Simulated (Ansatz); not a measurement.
Consider these faces of rock-salt CdO, relaxed from ideal cuts in 1x1 cells: (100), (110), (210), (211), (221).

Method: PBE (plane waves to 420 eV, PAW; Ansatz, a first-principles code).

Put the candidates in order of surface energy, lowest first, for PBE.

(100) (0.55 J/m²), (210) (0.84 J/m²), (221) (1.13 J/m²), (110) (1.16 J/m²), (211) (1.37 J/m²)
